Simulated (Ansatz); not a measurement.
The reference is SiC in the zinc blende structure (space group F-43m, No. 216).

```yaml
crystal:
  lattice:
    - [0.00000, 2.18988, 2.18988]
    - [2.18988, 0.00000, 2.18988]
    - [2.18988, 2.18988, 0.00000]
  atoms:
    - { symbol: Si, position: [0.00000, 0.00000, 0.00000] }
    - { symbol: C, position: [0.25000, 0.25000, 0.25000] }
```

Computed with Ansatz (a program for electronic structure), PBE, PAW, cutoff 420 eV, without spin-orbit coupling.

One change was made to it. Results:

| quantity | base | after |
|---|---|---|
| smallest direct gap | 4.53 eV | 4.54 eV |
| electron mass | 0.68 mₑ along k, 0.23 mₑ across (at X) | 0.67 mₑ along k, 0.23 mₑ across (at X) |
| band gap | 1.37 eV | 1.36 eV |
| width of the top valence band | 4.63 eV | 4.66 eV |
| shortest interatomic distance | 3.584 bohr | 3.572 bohr |

Question: Which change produced these results?
A. pressure −2 GPa
B. pressure −1 GPa
C. pressure 2.1 GPa
D. pressure 9 GPa
E. pressure 22.5 GPa

Answer: C, pressure 2.1 GPa. For comparison, the electron mass in the other runs: pressure 22.5 GPa gives 0.65 mₑ along k, 0.22 mₑ across (at X); pressure −2 GPa gives 0.68 mₑ along k, 0.23 mₑ across (at X); pressure −1 GPa gives 0.68 mₑ along k, 0.23 mₑ across (at X); pressure 9 GPa gives 0.66 mₑ along k, 0.23 mₑ across (at X).

Load acts through the strain it causes; cell and atoms are relaxed under it. Effective masses come from finite differences of ±0.01 Å⁻¹. Along k means along the line from Γ to the band edge. Stability against distortions was not tested. Competing high-pressure phases were not computed.
